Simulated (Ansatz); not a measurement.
Response to strain in CuAu

Base system: CuAu (space group P4/mmm, No. 123; a = 2.869 Å, c = 3.645 Å; relaxed with 0.1 eV smearing). Axes: x, y, z lie along a, b, c of the conventional cell.

Strains are applied to the cell and any free atomic positions relax; under biaxial strain the out-of-plane vector relaxes too.

The values are results of PBE in Ansatz (plane waves to 420 eV, PAW, spin-orbit coupling left out), not measurements.

Candidates:
(a) biaxial strain +1.50 %, plane normal [001], relaxed out of plane
(b) biaxial strain −2.50 %, plane normal [001], relaxed out of plane
(c) biaxial strain +1.00 %, plane normal [001], relaxed out of plane
(d) biaxial strain −1.00 %, plane normal [001], relaxed out of plane

**Question.** Order them by out-of-plane strain, highest first.

**Answer.** (b) biaxial strain −2.50 %, plane normal [001], relaxed out of plane (+4.24 %), (d) biaxial strain −1.00 %, plane normal [001], relaxed out of plane (+1.72 %), (c) biaxial strain +1.00 %, plane normal [001], relaxed out of plane (-1.81 %), (a) biaxial strain +1.50 %, plane normal [001], relaxed out of plane (-2.74 %)

No phonon test of stability was made. The final runs are not spin-polarised.

Ansatz is an electronic-structure program.
